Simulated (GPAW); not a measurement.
Input and output of a self-consistent single point for Ti3O4 (P1, 7 atoms in the cell) (GPAW).

Level of theory: PBEsol, GPAW PAW datasets PBEsol (made by gpaw-setup) (plane waves; GPAW).

The change in words: atoms moved at random. Reference geometry:
```
CELL_PARAMETERS angstrom
      2.98273    -4.15871     0.00000
      2.98273     4.15871     0.00000
      0.00000     0.00000     3.07867
ATOMIC_POSITIONS crystal
  Ti 0.00000 0.00000 0.50000
  Ti 0.50000 0.00000 0.00000
  Ti 0.00000 0.50000 0.00000
  O  0.76500 0.76500 0.00000
  O  0.23500 0.23500 0.00000
  O  0.25713 0.74287 0.50000
  O  0.74287 0.25713 0.50000
```

Reference input (self-consistent single point, DFT PBEsol, plane waves, GPAW PAW datasets PBEsol (made by gpaw-setup)): mode = pw; ecut = 900 eV; xc = PBEsol; kpts = 5 5 8; mesh shift (steps) = 0 0 0; occupations.name = fermi-dirac; occupations.width = 0.1 eV; nbands = -13; convergence.forces = 0.001 eV/Å; symmetry.symmorphic = false; symmetry.tolerance = 0.0005; maxiter = 100. This run's input differs from it in these lines:

```diff
@@ -8,9 +8,9 @@
                     [0.000000, 0.000000, 3.078673]],
-              scaled_positions=[[0.000000, 0.000000, 0.500000],
-                                [0.500000, 0.000000, 0.000000],
-                                [0.000000, 0.500000, 0.000000],
-                                [0.765000, 0.765000, 0.000000],
-                                [0.235000, 0.235000, 0.000000],
-                                [0.257130, 0.742870, 0.500000],
-                                [0.742870, 0.257130, 0.500000]],
+              scaled_positions=[[0.011621, 0.003695, 0.491583],
+                                [0.499476, -0.011600, 0.000384],
+                                [-0.001049, 0.503327, -0.016200],
+                                [0.749469, 0.758243, 0.016199],
+                                [0.246339, 0.228461, -0.004927],
+                                [0.253153, 0.753328, 0.516458],
+                                [0.740990, 0.264546, 0.496502]],
               pbc=True)
```

Log, with long lists cut:

```
     iter     time        total  log10-change:
                         energy   eigst   dens  force
iter:   1 --:--:--   -67.819234
iter:   2 --:--:--   -66.145307   -0.95  -1.08
iter:   3 --:--:--   -62.848323   -0.57  -1.14
iter:   4 --:--:--   -62.923664   -1.86  -1.47
iter:   5 --:--:--   -62.900641   -2.52  -1.49
iter:   6 --:--:--   -62.805984   -1.55  -1.53
iter:   7 --:--:--   -62.804582   -2.65  -2.19
iter:   8 --:--:--   -62.795422c  -2.71  -2.30
iter:   9 --:--:--   -62.786810c  -3.30  -2.35
iter:  10 --:--:--   -62.785854c  -4.19  -2.65
iter:  11 --:--:--   -62.785167c  -4.33  -2.75
iter:  12 --:--:--   -62.784675c  -4.19  -2.89
iter:  13 --:--:--   -62.784633c  -4.98  -3.09
iter:  14 --:--:--   -62.784601c  -5.51  -3.15
iter:  15 --:--:--   -62.784569c  -5.13  -3.26
iter:  16 --:--:--   -62.784583c  -5.46  -3.68
iter:  17 --:--:--   -62.784584c  -6.25  -3.99
iter:  18 --:--:--   -62.784574c  -6.98  -4.08c
iter:  19 --:--:--   -62.784566c  -7.02  -4.18c
iter:  20 --:--:--   -62.784564c  -7.66c -4.25c
iter:  21 --:--:--   -62.784563c  -7.53c -4.30c -2.69
iter:  22 --:--:--   -62.784561c  -7.78c -4.47c -2.46
iter:  23 --:--:--   -62.784561c  -8.19c -4.80c -3.30c
Converged after 23 iterations.

Dipole moment: (-0.218825, 2.034071, -0.200900) |e|*Ang

Energy contributions relative to reference atoms: (reference = -77729.110689)

Kinetic:        +42.126047
Potential:      -51.701427
External:        +0.000000
XC:             -54.132824
Entropy (-ST):   -0.117501
Local:           +0.982393
SIC:             +0.000000
--------------------------
Free energy:    -62.843312
Extrapolated:   -62.784561

Showing only first 2 kpts
 Kpt  Band  Eigenvalues  Occupancy
  0    28      6.78907    2.00000
  0    29      8.67731    1.94649
  0    30      9.04082    0.97941
  0    31      9.45901    0.02888

  1    28      7.26085    2.00000
  1    29      8.74585    1.89653
  1    30      9.09049    0.73735
  1    31      9.64888    0.00438

Fermi level: 9.03670

No gap
   [... lines left out ...]
  1 Ti    0.54787    0.27834    0.27532
  2 Ti   -0.32167    0.25266    0.52148
  3 O     1.18081   -0.59271   -0.39209
  4 O    -0.70612    0.67134   -0.01425
  5 O    -0.19898   -0.49420   -0.61734
  6 O    -0.06282   -1.09102    0.01265

Stress tensor:
     0.093382     0.000747    -0.003981
     0.000747     0.095074     0.002100
    -0.003981     0.002100     0.107802
Stress (GPa, Voigt): [14.9615 15.2325 17.2718  0.3365 -0.6378  0.1196]
```

The run converged in 23 iterations. GPAW prints stress with tension positive. Against the reference run the free energy rises by 31.2 meV/atom and the largest force goes from 0.529 to 1.378 eV/Å.

At such cutoffs GPAW's stress carries a finite-basis (Pulay) error, which enters relaxed cells too; its log prints stress with tension positive.

The starting cell comes from a database of computed structures (which also holds hypothetical and non-ambient phases and stackings), without a prior relaxation at this level. Its lattice was rescaled by a random factor within 2.5 % of one. For this run, on top of that: atoms moved at random. Spin polarisation is off, so a magnetic state, if there is one, cannot be reached. Forces in this geometry exceed 1 eV/Å.

Cost on one core of a shared machine: roughly 5 min.
